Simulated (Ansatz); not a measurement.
## Effect of H interstitial (started 1.92 Å from the nearest host atom), symmetric start on Rh

Start from a 12-atom supercell of Rh in the fcc (Cu type) structure (space group Fm-3m, No. 225; a = 3.8301 Å) at its relaxed geometry.

Now apply this change: one H atom is added in an open site, starting 1.92 Å from the nearest host atom, atoms relaxed at fixed cell.

The values are results of PBE (Ansatz, a program for electronic structure; PAW; 420 eV plane waves; without spin-orbit coupling), not measurements. k-mesh 7×5×7 (Γ-centred); smearing 0.05 eV (Fermi–Dirac).

The pressure goes from zero to 4.0 GPa and the largest displacement of a host atom from its site in the perfect cell amounts to 0.03 Å. The final site of the added atom amounts to 6 Rh at 1.95 Å (octahedral).

Final structure:

```xyz
13
Lattice="0.0000 3.8301 3.8301 3.8301 -3.8301 3.8301 3.8301 3.8301 0.0000" Properties=species:S:1:pos:R:3 pbc="T T T"
Rh     0.0000     0.0000     0.0000
Rh     1.9150     1.9150     0.0000
Rh     1.9134     0.0310     1.9134
Rh     3.7991     1.9167     1.9134
Rh     3.8374    -0.0073     3.8374
Rh     5.7467     1.9134     3.8611
Rh     0.0000     1.9150     1.9150
Rh     1.9150     3.8301     1.9150
Rh     1.9134     1.9167     3.7991
Rh     3.8228     3.8374     3.8228
Rh     3.8611     1.9134     5.7467
Rh     5.7467     3.7991     5.7467
H      1.9150    -1.9150     1.9150
```

In so small a cell the defect repeats every few ångströms: this is an ordered compound, not a dilute defect. The defect started on the symmetric site and kept its symmetry, so it may sit on a saddle. All final runs are without spin polarisation. An odd electron count without spin: Rh12H. The defect cell is not spin-polarised.
